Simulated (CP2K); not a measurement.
## CP2K run on CaCd2As2 (P-3m1, 5 atoms in the cell): self-consistent single point

Method: LDA (Pade form), GPW, DZVP-MOLOPT-SR-GTH basis, GTH-PADE potentials (GTH_POTENTIALS) (CP2K).

Input as run:

```
&GLOBAL
  PROJECT run
  RUN_TYPE ENERGY_FORCE
  PRINT_LEVEL LOW
&END GLOBAL
&FORCE_EVAL
  METHOD Quickstep
  STRESS_TENSOR ANALYTICAL
  &DFT
    BASIS_SET_FILE_NAME BASIS_MOLOPT
    POTENTIAL_FILE_NAME GTH_POTENTIALS
    &QS
      METHOD GPW
      EPS_DEFAULT 1E-11
    &END QS
    &MGRID
      CUTOFF 500
      REL_CUTOFF 60
      NGRIDS 5
    &END MGRID
    &SCF
      SCF_GUESS ATOMIC
      EPS_SCF 1E-6
      MAX_SCF 100
      ADDED_MOS 8
      &DIAGONALIZATION
        ALGORITHM STANDARD
      &END DIAGONALIZATION
      &MIXING
        METHOD BROYDEN_MIXING
        ALPHA 0.4
        NBUFFER 12
        BETA 1.5
      &END MIXING
      &SMEAR ON
        METHOD FERMI_DIRAC
        ELECTRONIC_TEMPERATURE [K] 580.23
      &END SMEAR
    &END SCF
    &KPOINTS
      SCHEME MONKHORST-PACK 7 7 4
      GAMMA_CENTERED T
    &END KPOINTS
    &XC
      &XC_FUNCTIONAL PADE
      &END XC_FUNCTIONAL
    &END XC
    &PRINT
      &MO
        EIGENVALUES T
        OCCUPATION_NUMBERS T
        NDIGITS 8
        FILENAME mo
        &EACH
          QS_SCF 0
        &END EACH
        ADD_LAST NUMERIC
      &END MO
      &MULLIKEN OFF
      &END MULLIKEN
    &END PRINT
  &END DFT
  &SUBSYS
    &CELL
      A 4.41388000 0.00000000 0.00000000
      B -2.20694000 3.82253200 0.00000000
      C 0.00000000 0.00000000 7.20606000
      PERIODIC XYZ
    &END CELL
    &COORD
      SCALED
      Ca       0.00000000     0.00000000     0.00000000
      Cd       0.33333300     0.66666700     0.63325000
      Cd       0.66666700     0.33333300     0.36675000
      As       0.33333300     0.66666700     0.23766000
      As       0.66666700     0.33333300     0.76234000
    &END COORD
    &KIND Ca
      BASIS_SET DZVP-MOLOPT-SR-GTH
      POTENTIAL GTH-PADE-q10
    &END KIND
    &KIND Cd
      BASIS_SET DZVP-MOLOPT-SR-GTH
      POTENTIAL GTH-PADE-q12
    &END KIND
    &KIND As
      BASIS_SET DZVP-MOLOPT-SR-GTH
      POTENTIAL GTH-PADE-q5
    &END KIND
  &END SUBSYS
  &PRINT
    &FORCES ON
    &END FORCES
    &STRESS_TENSOR ON
    &END STRESS_TENSOR
  &END PRINT
&END FORCE_EVAL
```

The program printed (abridged):

```
 GLOBAL| Method name                                                        CP2K
 GLOBAL| Project name                                                        run
 GLOBAL| Run type                                                   ENERGY_FORCE

 TOTAL NUMBERS AND MAXIMUM NUMBERS

  Total number of            - Atomic kinds:                                   3
                             - Atoms:                                          5
                             - Shell sets:                                     5
                             - Shells:                                        30
                             - Primitive Cartesian functions:                 24
                             - Cartesian basis functions:                    103
                             - Spherical basis functions:                     90

  Maximum angular momentum of- Orbital basis functions:                        3
                             - Local part of the GTH pseudopotential:          2
                             - Non-local part of the GTH pseudopotential:      4

 SCF PARAMETERS         Density guess:                                    ATOMIC
                        max_scf:                                             100
                        max_diis:                                              4
                        eps_scf:                                        1.00E-06
                        eps_diis:                                       1.00E-01
                        eps_eigval:                                     1.00E-05
                        level_shift [a.u.]:                             0.000000
                        added MOs                                         8    0
                        Mixing method:                            BROYDEN_MIXING
                                                charge density mixing in g-space
                        Smear method:                                FERMI_DIRAC
                        Electronic temperature [K]:                        580.2
                        Electronic temperature [a.u.]:                  1.84E-03
                        Accuracy threshold:                             1.00E-10
                        No outer SCF

 Extrapolation method: initial_guess

 Number of electrons:                                                         44
 Number of occupied orbitals:                                                 22
 Number of molecular orbitals:                                                30

 Number of orbital functions:                                                 90
 Number of independent orbital functions:                                     90

 SCF WAVEFUNCTION OPTIMIZATION

  Step     Update method      Time    Convergence         Total energy    Change
     1 NoMix/Diag. 0.40E+00      -     1.64236735      -142.0436616937 -1.42E+02
     2 Broy./Diag. 0.40E+00      -     0.04872622      -142.4366016375 -3.93E-01
     3 Broy./Diag. 0.40E+00      -     0.09934202      -141.8535886401  5.83E-01
     4 Broy./Diag. 0.40E+00      -     0.02009881      -141.5904711576  2.63E-01
     5 Broy./Diag. 0.40E+00      -     0.00876726      -141.6915222972 -1.01E-01
     6 Broy./Diag. 0.40E+00      -     0.00433660      -141.7153450060 -2.38E-02
     7 Broy./Diag. 0.40E+00      -     0.00089086      -141.7008461943  1.45E-02
   [... 4 lines left out ...]
    12 Broy./Diag. 0.40E+00      -     0.00001619      -141.7032218545  3.09E-04
    13 Broy./Diag. 0.40E+00      -     0.00000693      -141.7031499467  7.19E-05
    14 Broy./Diag. 0.40E+00      -     0.00000149      -141.7031649271 -1.50E-05
    15 Broy./Diag. 0.40E+00      -     0.00000108      -141.7031668652 -1.94E-06
    16 Broy./Diag. 0.40E+00      -     0.00000019      -141.7031655346  1.33E-06

  *** SCF run converged in    16 steps ***

  Electronic density on regular grids:        -43.9999999996        0.0000000004
  Core density on regular grids:               43.9999999994       -0.0000000006
  Total charge density on r-space grids:       -0.0000000003
  Total charge density g-space grids:          -0.0000000003

  Overlap energy of the core charge distribution:               0.00000000091092
  Self energy of the core charge distribution:               -247.17158806499546
  Core Hamiltonian energy:                                     70.50274450610040
  Hartree energy:                                              56.20874765346775
  Exchange-correlation energy:                                -21.24303905243688
  Electronic entropic energy:                                  -0.00003057756588
  Fermi energy:                                                 0.20663701299403

  Total energy:                                              -141.70316553463283
  Total energy (extrapolated to T->0):                       -141.70315024584988

 ENERGY| Total FORCE_EVAL ( QS ) energy [hartree]           -141.703165807479962

 FORCES| Atomic forces [hartree/bohr]
 FORCES|   Atom     x               y               z               |f|
 FORCES|      1  1.32673265E-13  1.54045444E-09  7.99864912E-09   8.14563611E-09
 FORCES|      2  3.64466311E-07 -2.14378201E-07 -4.62882070E-04   4.62882263E-04
 FORCES|      3 -3.64466299E-07  2.13679297E-07  4.62816248E-04   4.62816440E-04
 FORCES|      4  3.68712814E-07 -2.14364789E-07  1.90896003E-04   1.90896479E-04
 FORCES|      5 -3.68712853E-07  2.13523058E-07 -1.90838177E-04   1.90838652E-04
 FORCES| Sum     1.05753458E-13 -1.80590316E-13  2.12710258E-12
 FORCES| Total atomic force                                       2.13737270E-12

 STRESS| Analytical stress tensor [bar]
 STRESS|                        x                   y                   z
 STRESS|      x       -3.31024662033E+04   3.56537470266E-01  -2.52074246524E-01
 STRESS|      y        3.56537470266E-01  -3.31019983017E+04   1.53895063754E-01
 STRESS|      z       -2.52074246524E-01   1.53895063754E-01  -3.25756837444E+04
 STRESS| 1/3 Trace                                            -3.29267160832E+04
```

The run converged in 16 iterations.

The starting cell comes from a database of computed structures (which also holds hypothetical and non-ambient phases and stackings), without a prior relaxation at this level. Values carry the incompleteness of an atom-centred basis. With a pressure of about -3 GPa the cell is away from its equilibrium volume at this level. The run gives no clean gap (levels at the Fermi energy touch, overlap or are partly filled at this smearing), which alone does not show that the compound is a metal.

Cost on one core of a shared machine: roughly 50 s.
